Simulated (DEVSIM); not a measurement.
System: abrupt Si n-p junction, at 300 K.

```csv
layer (left to right),material,thickness (μm),Nd (cm⁻³),Na (cm⁻³),τn (s),τp (s)
1,Si,0.660,9.2e17,-,2.7e-6,2.7e-6
2,Si,1.00,-,2.5e14,2.7e-6,2.7e-6
```

Left contact: ohmic. Right contact: ohmic. Voltage is applied to the left contact. Recombination: SRH at mid-gap, Auger. Mobility is μmin + (μ − μmin)/(1 + (N/Nref)^α).

The device is made up for the run: typed textbook-type constants, with dimensions and the other settings drawn at random. Values at 300 K.

| parameter | Si |
|---|---|
| gap (eV) | 1.124 |
| affinity (eV) | 4.05 |
| permittivity | 11.7 |
| Nc (cm⁻³) | 2.86e19 |
| Nv (cm⁻³) | 3.1e19 |
| μn (cm²/Vs) | 1417 |
| μp (cm²/Vs) | 470 |
| μn,min | 52 |
| μp,min | 45 |
| Nref,n | 9.7e16 |
| Nref,p | 2.2e17 |
| αn | 0.68 |
| αp | 0.72 |
| Cn (cm⁶/s) | 2.8e-31 |
| Cp (cm⁶/s) | 9.9e-32 |

Simulated with DEVSIM: 1D drift-diffusion, Boltzmann statistics, complete ionisation; no tunnelling, impact ionisation, image-force lowering or self-heating.

### Question
Tabulate band edges, carrier densities and field at 5.0 V on the left contact.

### Answer
Energies count from the Fermi level of the right contact; mesh points crowd at the junctions.

```
x (μm)   Ec (eV)  Ev (eV)  n (cm⁻³)  p (cm⁻³)  field (V/cm)
-------  -------  -------  --------  --------  ------------
0.000     -4.911   -6.035    9.2e17       130           ≈ 0
0.01647   -4.911   -6.035    9.2e17       120           ≈ 0
0.04339   -4.911   -6.035    9.2e17       120           ≈ 0
0.08739   -4.911   -6.035    9.2e17       110           ≈ 0
0.1895    -4.911   -6.035    9.2e17     < 1e2           ≈ 0
0.3262    -4.911   -6.035    9.2e17     < 1e2           ≈ 0
0.4598    -4.911   -6.035    9.2e17     < 1e2           ≈ 0
0.5670    -4.911   -6.035    9.2e17     < 1e2           ≈ 0
0.6132    -4.911   -6.035    9.2e17     < 1e2           ≈ 0
0.6414    -4.910   -6.035    9.0e17     < 1e2          1500
0.6587    -4.881   -6.005    2.8e17     < 1e2         60000
0.6800    -4.750   -5.874    1.8e15     < 1e2         59000
0.7097    -4.575   -5.699    2.1e12     < 1e2         59000
0.7588    -4.288   -5.412     3.1e7       250         58000
0.8843    -3.558   -4.681    440000      1200         58000
1.048     -2.614   -3.737    450000      2400         57000
1.269     -1.356   -2.480    450000      4200         56000
1.434     -0.431   -1.555    460000      5400         56000
1.555      0.244   -0.880    460000     58000         55000
1.607      0.528   -0.596    460000     3.1e9         55000
1.638      0.699   -0.425    460000    2.3e12         55000
1.660      0.821   -0.303    460000    2.5e14         55000
```
